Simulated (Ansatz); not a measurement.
The parent structure is BeS in the zinc blende structure (space group F-43m, No. 216; a = 4.876 Å).

The values are results of PBE, PAW, 420 eV (Ansatz, a quantum-chemistry and plane-wave program; no spin-orbit coupling), not measurements.

For the base:

The width of the top valence band is 3.27 eV. The lattice parameter a is 4.876 Å.

Now apply this change: a negative pressure, −2 GPa.

Task: What happens to the width of the top valence band, lattice parameter a and mean gap deformation potential ΔEg/Δln V?

Result: The width of the top valence band decreases by 0.10 eV to 3.17 eV; the lattice parameter a increases by 0.037 Å, from 4.876 Å to 4.913 Å; the mean gap deformation potential ΔEg/Δln V amounts to +2.1 eV.

Load acts through the strain it causes; cell and atoms are relaxed under it. Gaps are read on the SCF mesh and a high-symmetry path. Stability against distortions was not tested.
